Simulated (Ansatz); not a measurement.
Calculation: PBE (plane waves to 420 eV, PAW; Ansatz, a first-principles code).

Planar average of the electrostatic potential across the slab, in eV from the highest filled level, for the (000-1) surface of wurtzite ZnO, from a spin-polarised start, O-terminated, 2x2 with 2 OH on 4 top atoms (bottom of the slab: 2 H on 4 bottom sites):

```
z (Å)  V (eV)
-----  ------
3.44     6.82
3.73     6.82
4.02     6.82
4.31     6.82
4.59     6.82
4.88     6.82
5.17     6.82
5.45     6.82
5.74     6.82
6.03     6.81
6.31     6.80
6.60     6.77
6.89     6.69
7.18     6.51
7.46     6.11
7.75     5.08
8.04     4.76
8.32     4.81
8.61     3.38
8.90     0.71
9.19    -2.05
9.47    -4.65
9.76    -6.63
10.05   -8.75
10.33   -8.12
10.62   -4.53
10.91    0.62
11.19    2.83
11.48    1.62
11.77   -2.10
12.06   -5.67
12.34   -7.89
12.63   -9.96
12.92   -9.13
13.20   -4.79
13.49    0.04
13.78    2.85
14.06    2.04
14.35   -1.40
14.64   -5.16
14.93   -7.52
15.21   -9.66
15.50   -9.56
15.79   -5.98
16.07   -1.02
16.36    2.56
16.65    2.37
16.94   -0.52
17.22   -4.45
17.51   -7.19
17.80   -9.27
18.08   -9.91
18.37   -7.18
18.66   -2.17
18.94    1.87
19.23    2.54
19.52    0.36
19.81   -3.69
20.09   -6.98
20.38   -9.41
20.67  -10.69
20.95   -8.44
21.24   -3.26
21.53    1.49
21.81    3.20
22.10    1.98
22.39    0.82
22.68    0.81
22.96    2.96
23.25    4.58
23.54    4.92
23.82    5.03
24.11    5.06
24.40    5.08
24.69    5.08
24.97    5.08
25.26    5.08
25.55    5.08
25.83    5.08
26.12    5.08
26.41    5.08
26.69    5.08
26.98    5.08
```

Slab: 46 atoms, 14.7 Å thick at the start with caps and adatoms; k 4x4x1, smearing 0.025 eV, dipole-corrected; 8 atoms held, the rest relaxed; no symmetry held; spin-polarised from one start with parallel moments (other orders not tried), no spin-orbit, no U. The starting moment vanished. It is one candidate, not shown to be the stable structure of the face.

**Question.** The surface cell has an area of 37.26 Å². What dipole along the normal does the step between the two vacuum levels imply?

**Answer.** the top vacuum level lies 1.74 eV below the bottom one; p = −ε₀ A ΔV (ε₀ = 0.005526 e/(V·Å)) gives 0.36 e·Å a cell.
